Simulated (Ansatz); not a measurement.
Take MgSe in the rock salt structure (space group Fm-3m, No. 225; a = 5.450 Å) as the base. Axes: x, y, z lie along the cube axes.

Method: PBEsol in Ansatz (plane waves to 420 eV, PAW, no SOC).

Strains are applied to the cell and any free atomic positions relax; under biaxial strain the out-of-plane vector relaxes too.

One change was made to it. Results:

```json
[
 {"quantity": "electron mass", "base": "0.49 mₑ along k, 0.23 mₑ across (at X)", "after": "0.44 mₑ along k, 0.25 mₑ across (at X)"},
 {"quantity": "valence-band top at Γ (three highest levels, from the VBM)", "base": "0.00, 0.00, 0.00 eV", "after": "0.00, 0.00, -0.20 eV"},
 {"quantity": "band gap", "base": "1.78 eV", "after": "1.57 eV"}
]
```

Name the change that was made.
(A) biaxial strain −1.00 %, plane normal [001], relaxed out of plane
(B) biaxial strain +1.00 %, plane normal [001], relaxed out of plane
(C) biaxial strain +2.50 %, plane normal [001], relaxed out of plane
(D) biaxial strain −1.50 %, plane normal [001], relaxed out of plane

C, biaxial strain +2.50 %, plane normal [001], relaxed out of plane. For comparison, the band gap in the other runs: biaxial strain +1.00 %, plane normal [001], relaxed out of plane gives 1.69 eV; biaxial strain −1.00 %, plane normal [001], relaxed out of plane gives 1.73 eV; biaxial strain −1.50 %, plane normal [001], relaxed out of plane gives 1.70 eV.

Effective masses come from finite differences of ±0.01 Å⁻¹. Along k means along the line from Γ to the band edge. Gaps are Kohn–Sham eigenvalue differences; semilocal functionals usually give less than the measured gap. Stability against distortions was not tested.

Ansatz is a quantum-chemistry and plane-wave program.
